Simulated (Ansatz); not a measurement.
Consider the following.

```
CELL_PARAMETERS angstrom
      0.00000     2.89413     3.01688
      2.89413     0.00000     3.01688
      2.89413     2.89413     0.00000
ATOMIC_POSITIONS crystal
  In 0.00000 0.00000 0.00000
  P  0.25000 0.25000 0.25000
```

Calculation: r2SCAN with spin-orbit coupling, rigid bands (plane waves, PAW; Ansatz, a quantum-chemistry and plane-wave program). Condition of this run: biaxial stress xx = yy = 2 GPa (compression positive) (the target of the relaxation). How the cell was made: cell and atoms relaxed with r2SCAN, then loaded as said.

Task: What conductivity effective mass do dilute holes have at 300 K?

Result: 0.39 (x), 0.39 (y), 0.53 (z) mₑ.

Task: What conductivity effective mass do dilute electrons have at 300 K?

Result: 0.088 (x), 0.088 (y), 0.095 (z) mₑ.

Task: And the band gap?

Result: 1.04 eV at this level; semilocal functionals usually fall short of the measured gap.

Rigid bands, one relaxation time for all states, no polarons.
